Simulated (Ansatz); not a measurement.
**Quick settings and what they miss: SrMg3 (I4/mmm, 4 atoms in the cell)**

Self-consistent single point.

```
CELL_PARAMETERS angstrom
     -2.67709     2.67709     3.77288
      2.67709    -2.67709     3.77288
      2.67709     2.67709    -3.77288
ATOMIC_POSITIONS crystal
  Sr 0.00000 0.00000 0.00000
  Mg 0.50000 0.50000 0.00000
  Mg 0.75000 0.25000 0.50000
  Mg 0.25000 0.75000 0.50000
```

Method: LDA (PW92), PAW files made with PBE (plane waves; Ansatz, an electronic-structure program).

Base settings: basis.ecutwfc = 420 eV; kpoints.mp_grid.grid = 9 9 9; hamiltonian.xc = lda; hamiltonian.pseudopotentials = {kind: paw} (the program's default PAW files); scf.occupations.method = methfessel_paxton; scf.occupations.width = 0.05 eV.

Tight run (finer mesh or higher cutoff; not a proven limit): basis.ecutwfc: 420 eV → 590 eV; kpoints.mp_grid.grid: 9 9 9 → 13 13 13; scf.convergence.dr2_threshold: default (1e-07 eV) → 1e-09 eV. It gave Fermi level (on the code's own zero) 5.84 eV; pressure -0.76 GPa.

Quick runs, as changes from the base:
- A: the base itself
- B: basis.ecutwfc: 420 eV → 335 eV; kpoints.mp_grid.grid: 9 9 9 → 2 2 2; hamiltonian.xc: lda → pbesol; scf.occupations.width: 0.05 eV → 0.5 eV [PBEsol]
- C: basis.ecutwfc: 420 eV → 250 eV; kpoints.mp_grid.grid: 9 9 9 → 3 3 3; scf.occupations.method: methfessel_paxton → cold; scf.occupations.width: 0.05 eV → 0.2 eV; kpoints.mp_grid.shift: default → 0.5 0.5 0.5
- D: basis.ecutwfc: 420 eV → 210 eV; kpoints.mp_grid.grid: 9 9 9 → 4 4 4
- E: basis.ecutwfc: 420 eV → 295 eV; kpoints.mp_grid.grid: 9 9 9 → 4 4 4; scf.occupations.method: methfessel_paxton → gaussian; scf.occupations.width: 0.05 eV → 0.272 eV
- F: basis.ecutwfc: 420 eV → 210 eV; kpoints.mp_grid.grid: 9 9 9 → 8 8 8

Energies are extrapolated to zero smearing width, which holds to low order in the width alone.

Dashes: energy of B, another energy zero.

† marks runs with another functional, U, potentials or spin treatment: their distance from the tight run is not a convergence error alone.

The count of work is k-points × plane waves × bands × iterations; it is no time. 

Pressures in the table are Ansatz's without its Pulay estimate, at a fixed set of plane waves; the tight run's value above holds the estimate.

The starting cell comes from a database of computed structures (which also holds hypothetical and non-ambient phases and stackings), without a prior relaxation at this level. Its lattice was rescaled by a random factor within 2.5 % of one.

| run | energy less tight (meV/atom) | pressure less tight (GPa) | count of work / tight |
|---|---|---|---|
| A | -0.4 | -0.04 | 0.20 |
| B† | – | 0.24 | 0.0069 |
| C | 199.6 | -9.09 | 0.0064 |
| D | 1205.5 | -38.11 | 0.011 |
| E | 77.0 | -1.53 | 0.018 |
| F | 1142.2 | -38.38 | 0.056 |

Among the runs at the tight run's level, the energy misses run from 0.4 to 1205.5 meV/atom.

Keys are those of Ansatz 0.2.
